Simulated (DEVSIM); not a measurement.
System: abrupt Si p-n junction, at 300 K.

Layer 1 from the left is Si, thickness (μm) 5.20, Na (cm⁻³) 1.3e18, τn (s) 2.7e-5, τp (s) 2.7e-5. Layer 2 from the left is Si, thickness (μm) 3.40, Nd (cm⁻³) 3.5e15, τn (s) 2.7e-5, τp (s) 2.7e-5.

Left contact: ohmic. Right contact: ohmic. Voltage is applied to the left contact. Recombination: SRH at mid-gap, radiative. Mobility is μmin + (μ − μmin)/(1 + (N/Nref)^α).

The device is made up for the run: typed textbook-type constants, with dimensions and the other settings drawn at random. Values at 300 K.

Si: gap (eV) 1.124, affinity (eV) 4.05, permittivity 11.7, Nc (cm⁻³) 2.86e19, Nv (cm⁻³) 3.1e19, μn (cm²/Vs) 1417, μp (cm²/Vs) 470, μn,min 52, μp,min 45, Nref,n 9.7e16, Nref,p 2.2e17, αn 0.68, αp 0.72, B (cm³/s) 4.7e-15.

Model (solved in DEVSIM): 1D drift-diffusion, Boltzmann statistics, complete ionisation; no tunnelling, impact ionisation, image-force lowering or self-heating.

Question: What does the simulation give for the dark forward voltage at 100 A/cm², the dark forward voltage at 1 A/cm², the largest field in the device at zero bias, the potential step across the device at zero bias?

Answer: dark forward voltage at 100 A/cm² 0.728 V; dark forward voltage at 1 A/cm² 0.579 V; largest field in the device at zero bias 66000 V/cm; potential step across the device at zero bias 0.809 V.
